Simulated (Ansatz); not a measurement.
Results of r²SCAN+rVV10 in Ansatz (PAW) for CeSi (Pnma, No. 62).

Settings: plane-wave cutoff 500 eV, 6×10×8 k mesh (along the axes of the cell as run), Fermi–Dirac smearing 0.05 eV, spin-polarised start, scalar-relativistic PAW data made under PBE.

Computed at the level's own relaxed cell.

Task: Predict the volume per atom.

Result: 
volume per atom: 24.10 Å³/atom

Note: the magnetic order was assumed, not searched for or taken from measurement; the 4f shell is treated without U or exact exchange, so its levels and filling can be wrong.

Spin–orbit coupling is not included.

The computed numbers hold no vibrational or temperature effects.

Ansatz is an electronic-structure program.
